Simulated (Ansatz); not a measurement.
# A short convergence ladder for NaMoO2 (R-3m, 4 atoms in the cell)

```yaml
crystal:
  lattice:
    - [1.60869, 0.92878, 5.19322]
    - [-1.60869, 0.92878, 5.19322]
    - [0.00000, -1.85756, 5.19322]
  atoms:
    - { symbol: Na, position: [0.50000, 0.50000, 0.50000] }
    - { symbol: Mo, position: [0.00000, 0.00000, 0.00000], spin: 2.0 }
    - { symbol: O, position: [0.26510, 0.26510, 0.26510] }
    - { symbol: O, position: [0.73490, 0.73490, 0.73490] }
```
(The spins are starting values, not results.)

Base method: LDA (PW92), default PAW files made with PBE (plane waves; Ansatz, a program for electronic structure).

Base settings: basis.ecutwfc = 420 eV; kpoints.mp_grid.grid = 9 9 9; hamiltonian.xc = lda; hamiltonian.pseudopotentials = {kind: paw} (the program's default PAW files); magnetization.spin_polarized = true; scf.occupations.method = fermi_dirac; scf.occupations.width = 0.05 eV.

Core times come from one kind of shared machine, to one figure; runs under 30 s give none.

**The force threshold of a relaxation**

On NaMoO2 (R3m, 4 atoms in the cell): one atom moved by 0.15 angstrom.

In this ladder: relax = atoms.

The mesh stays at the base's, so the ladder's end is converged at best in this setting alone.

Only quantities that move along the ladder and can be compared are tabulated.

```tsv
relax.f_tol	free energy less the last step's (meV/atom)	largest force left (eV/Å)	relaxation steps	core time / last (rough)
0.2 eV/Å	0.56	0.1719	3	0.5
0.05 eV/Å	0.00	0.0135	5	0.8
0.02 eV/Å	0.00	0.0139	5	0.7
0.005 eV/Å	0.00	0.0002	6	0.9
0.001 eV/Å	0.00	0.0000	7	1
```

Coarsest relax.f_tol that holds the largest force left within 0.02 eV/Å of the last step, with all finer ones: 0.05 eV/Å; the step before is off by 0.17 eV/Å.

Coarsest relax.f_tol that holds the free energy within 0.05 meV/atom of the last step, with all finer ones: 0.05 eV/Å; the step before is off by 0.56 meV/atom.

On the base run: the starting cell comes from a database of computed structures (which also holds hypothetical and non-ambient phases and stackings), without a prior relaxation at this level. Its lattice was rescaled by up to half a per cent. The starting moments vanished: the run ended non-magnetic. The program warned that a starting moment was not kept. In the base run, with a pressure of about -15 GPa the cell is away from its equilibrium volume at this level.

Keys are those of Ansatz 0.2.
